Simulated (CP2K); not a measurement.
Worked example: self-consistent single point of Na₃TlBr₆ (Fm-3m, 10 atoms in the cell) in CP2K.

Computed with LDA (Pade form), GPW, DZVP-MOLOPT-SR-GTH basis, GTH-PADE potentials (GTH_POTENTIALS) (CP2K).

```
Na3TlBr6
1.0
    8.12794     0.00000     0.00000
    4.06397     7.03900     0.00000
    4.06397     2.34633     6.63644
Na Tl Br
3 1 6
Direct
  0.75000   0.75000   0.75000
  0.25000   0.25000   0.25000
  0.50000   0.50000   0.50000
  0.00000   0.00000   0.00000
  0.75469   0.24531   0.24531
  0.24531   0.75469   0.75469
  0.24531   0.75469   0.24531
  0.75469   0.24531   0.75469
  0.24531   0.24531   0.75469
  0.75469   0.75469   0.24531
```

Reference input (self-consistent single point, DFT LDA (Pade form), GPW, DZVP-MOLOPT-SR-GTH basis, GTH-PADE potentials (GTH_POTENTIALS)): CUTOFF = 950 Ry; REL_CUTOFF = 40 Ry; KPOINTS/SCHEME = MONKHORST-PACK 3 3 3; XC_FUNCTIONAL = PADE; Na/BASIS_SET = DZVP-MOLOPT-SR-GTH-q9; Na/POTENTIAL = GTH-PADE-q9; Tl/BASIS_SET = DZVP-MOLOPT-SR-GTH-q13; Tl/POTENTIAL = GTH-PADE-q13; Br/BASIS_SET = DZVP-MOLOPT-SR-GTH-q7; Br/POTENTIAL = GTH-PADE-q7; METHOD = GPW; EPS_DEFAULT = 1e-11. This run's input differs from it in these lines:

```diff
@@ -36,3 +36,4 @@
     &KPOINTS
-      SCHEME MONKHORST-PACK 3 3 3
+      SCHEME MONKHORST-PACK 2 2 2
+      GAMMA_CENTERED T
     &END KPOINTS
```

Log, with long lists cut:

```
 SCF WAVEFUNCTION OPTIMIZATION

  Step     Update method      Time    Convergence         Total energy    Change
     1 NoMix/Diag. 0.30E+00      -     2.02762720      -274.0952601322 -2.74E+02
     2 Broy./Diag. 0.30E+00      -     0.05481211      -273.3855647362  7.10E-01
     3 Broy./Diag. 0.30E+00      -     0.28532451      -274.1269321364 -7.41E-01
     4 Broy./Diag. 0.30E+00      -     0.01210144      -274.6015609061 -4.75E-01
     5 Broy./Diag. 0.30E+00      -     0.02113362      -274.3079682326  2.94E-01
     6 Broy./Diag. 0.30E+00      -     0.01490729      -274.2290012114  7.90E-02
   [... 12 lines left out ...]
    19 Broy./Diag. 0.30E+00      -     0.00001029      -274.2808377975 -3.93E-06
    20 Broy./Diag. 0.30E+00      -     0.00000295      -274.2808462425 -8.44E-06
    21 Broy./Diag. 0.30E+00      -     0.00000570      -274.2809167655 -7.05E-05
    22 Broy./Diag. 0.30E+00      -     0.00000069      -274.2809501167 -3.34E-05
  *** SCF run converged in    22 steps ***

  Overlap energy of the core charge distribution:               0.00000000007755
  Self energy of the core charge distribution:               -633.37974247556758
  Core Hamiltonian energy:                                    164.00322827370294
  Hartree energy:                                             237.93499319421124
  Exchange-correlation energy:                                -42.83942910916305

  Total energy:                                              -274.28095011673895

                     Mulliken Population Analysis

 #  Atom  Element  Kind  Atomic population                           Net charge
       1     Na       1          8.257194                              0.742806
       2     Na       1          8.257194                              0.742806
   [... lines left out ...]

 STRESS| Analytical stress tensor [bar]
 STRESS|                        x                   y                   z
 STRESS|      x       -2.66658896163E+04   2.96028289110E+00   2.09343513123E+00
 STRESS|      y        2.96028289110E+00  -2.66692871747E+04   1.22365837733E+00
 STRESS|      z        2.09343513123E+00   1.22365837733E+00  -2.66701650160E+04
 STRESS| 1/3 Trace                                            -2.66684472690E+04
```

The run converged in 22 iterations. Against the reference run the free energy rises by 6.9 meV/atom, the pressure hardly changes (-2.72 to -2.67 GPa), the largest force goes from 0.308 to 0.338 eV/Å and the gap on the mesh goes from 0.423 to 0.409 eV.

The starting cell comes from a database of computed structures (which also holds hypothetical and non-ambient phases and stackings), without a prior relaxation at this level. Its lattice was rescaled by a random factor within 2.5 % of one. Spin-orbit coupling is off. Values carry the incompleteness of an atom-centred basis.

Cost on one core of a shared machine: roughly 2 min.
